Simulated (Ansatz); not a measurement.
B2O3 (model structure, P-62c, No. 190, 10 atoms in the cell), treated with PBEsol in Ansatz (PAW).

From the output:

```
Crystal: 10 atoms, lattice volume = 120.108 Å³
Basis set: ecut = 520 eV, 3237 PW (Γ), exchange–correlation on 72×72×108 points (8 copies of the dense FFT grid, shifted against one another)
Bands: 34, of which v1, the nominal top of the filled ones, is band 24 counted from 1 (23 counted from 0)
Symmetry: 12 space group operations
Space group: P-62c (ITA 190), of the structure as read, at distance tolerance 4.9e-5 Å
k-points: 76 of 864 (time reversal used)
Functional: x = pbesol(κ = 0.804, μ = 0.12345679012345678), c = pbesol(β = 0.046)
SCF iter   1: F=—  HF=-3984.293535 eV  |F-HF|=—  |Δ(HF+E_count)|=         —  Δρ=9.90e-3  dr2=8.28e-2
SCF iter   2: F=—  HF=-3984.272815 eV  |F-HF|=—  |Δ(HF+E_count)|=   2.07e-2  Δρ=1.85e-3  dr2=1.84e-3
  ...
SCF iter   7: F=—  HF=-3984.273763 eV  |F-HF|=—  |Δ(HF+E_count)|=   5.91e-8  Δρ=1.77e-6  dr2=3.03e-9
SCF iter   8: F=-3984.273763 eV  HF=-3984.273763 eV  |F-HF|=1.62e-10  |Δ(HF+E_count)|=   4.70e-9  Δρ=3.09e-7  dr2=1.23e-10
SCF 1 converged in 8 iterations: F = -3984.273763 eV  dr2 = 1.23e-10
SCF converged after 8 iterations
Free energy (F): -3984.273763 eV
Internal energy: -3984.273763 eV  (E = F + TS)
E sigma→0 (E₀):  -3984.273763 eV
Fermi energy:    2.781193 eV
--- Forces (eV/Å), atoms counted from 1 ---
  atom   1  O     -0.00265900     0.00130170     0.00000000
  atom   2  B      0.00000000    -0.00000000     0.00000000
  atom   3  B      0.00000000    -0.00000000     0.00000000
  atom   4  O      0.00020220    -0.00295361     0.00000000
  atom   5  O      0.00245680     0.00165191     0.00000000
  atom   6  O      0.00245680    -0.00165191     0.00000000
  atom   7  B      0.00000000    -0.00000000     0.00000000
  atom   8  B      0.00000000    -0.00000000     0.00000000
  atom   9  O      0.00020220     0.00295361     0.00000000
  atom  10  O     -0.00265900    -0.00130170     0.00000000
--- Stress (GPa, compression-positive) ---
       -0.015347       0.000000       0.000000
        0.000000      -0.015347       0.000000
        0.000000       0.000000       0.012991
  P = ⅓ Tr σ = -0.0059 GPa (-0.059 kbar)
```

Problem. Write an input file that could have produced this run (the log leaves some choices open).

Solution. This is not unique; one that fits is 
Ansatz 0.2 input:
```yaml
crystal:
  lattice:
    - [4.3775028066, -0.000000296, 0.0]
    - [-2.188751147, 3.7910287836, 0.0]
    - [0.0, 0.0, 7.2375046659]
  atoms:
    - { symbol: O, position: [0.9544098988, 0.2876471835, 0.25] }
    - { symbol: B, position: [0.6666666667, 0.3333333333, 0.25] }
    - { symbol: B, position: [0.0, 0.0, 0.25] }
    - { symbol: O, position: [0.7123528165, 0.6667627153, 0.25] }
    - { symbol: O, position: [0.3332372847, 0.0455901012, 0.25] }
    - { symbol: O, position: [0.2876471835, 0.9544098988, 0.75] }
    - { symbol: B, position: [0.0, 0.0, 0.75] }
    - { symbol: B, position: [0.3333333333, 0.6666666667, 0.75] }
    - { symbol: O, position: [0.0455901012, 0.3332372847, 0.75] }
    - { symbol: O, position: [0.6667627153, 0.7123528165, 0.75] }
basis:
  ecutwfc: 520
  ecutrho_ratio: 4
  xc_grid: 2
kpoints:
  mp_grid: { grid: [12, 12, 6] }
  band_path:
    path:
      - [0.0, 0.0, 0.0]
      - [0.0625, 0.0, 0.0]
      - [0.125, 0.0, 0.0]
      - [0.1875, 0.0, 0.0]
      - [0.25, 0.0, 0.0]
      - [0.3125, 0.0, 0.0]
      - [0.375, 0.0, 0.0]
      - [0.4375, 0.0, 0.0]
      - [0.5, 0.0, 0.0]
      - [0.458333, 0.083333, 0.0]
      - [0.416667, 0.166667, 0.0]
      - [0.375, 0.25, 0.0]
      - [0.333333, 0.333333, 0.0]
      - [0.296296, 0.296296, 0.0]
      - [0.259259, 0.259259, 0.0]
      - [0.222222, 0.222222, 0.0]
      - [0.185185, 0.185185, 0.0]
      - [0.148148, 0.148148, 0.0]
      - [0.111111, 0.111111, 0.0]
      - [0.074074, 0.074074, 0.0]
      - [0.037037, 0.037037, 0.0]
      - [0.0, 0.0, 0.166667]
      - [0.0, 0.0, 0.333333]
      - [0.0, 0.0, 0.5]
      - [0.0625, 0.0, 0.5]
      - [0.125, 0.0, 0.5]
      - [0.1875, 0.0, 0.5]
      - [0.25, 0.0, 0.5]
      - [0.3125, 0.0, 0.5]
      - [0.375, 0.0, 0.5]
      - [0.4375, 0.0, 0.5]
      - [0.5, 0.0, 0.5]
      - [0.458333, 0.083333, 0.5]
      - [0.416667, 0.166667, 0.5]
      - [0.375, 0.25, 0.5]
      - [0.333333, 0.333333, 0.5]
      - [0.296296, 0.296296, 0.5]
      - [0.259259, 0.259259, 0.5]
      - [0.222222, 0.222222, 0.5]
      - [0.185185, 0.185185, 0.5]
      - [0.148148, 0.148148, 0.5]
      - [0.111111, 0.111111, 0.5]
      - [0.074074, 0.074074, 0.5]
      - [0.037037, 0.037037, 0.5]
      - [0.5, 0.0, 0.333333]
      - [0.5, 0.0, 0.166667]
      - [0.333333, 0.333333, 0.333333]
      - [0.333333, 0.333333, 0.166667]
    npoints: 1
hamiltonian:
  xc: pbesol
  dispersion: none
  pseudopotentials: { kind: paw }
scf:
  occupations: { method: fermi_dirac, width: 0.01 }
  convergence: { dr2_threshold: 0.000000001 }
output:
  forces: true
  stress: true
  eigenvalues: true
  write_bands: true
```

The PAW data were made under PBE.

Note: the relaxation could raise the start's symmetry but not lower it, so the cell can be a saddle point. Note: the cell has widely spaced layers and the level no dispersion term, so their spacing and the moduli can rest on weak binding.

Cost on a shared machine: very roughly 40 core-seconds.

A model structure was made by putting elements into a prototype or built by hand; it is no filed structure, need not be a known phase, and can be a saddle point held by its symmetry.

Ansatz is a program for electronic structure.
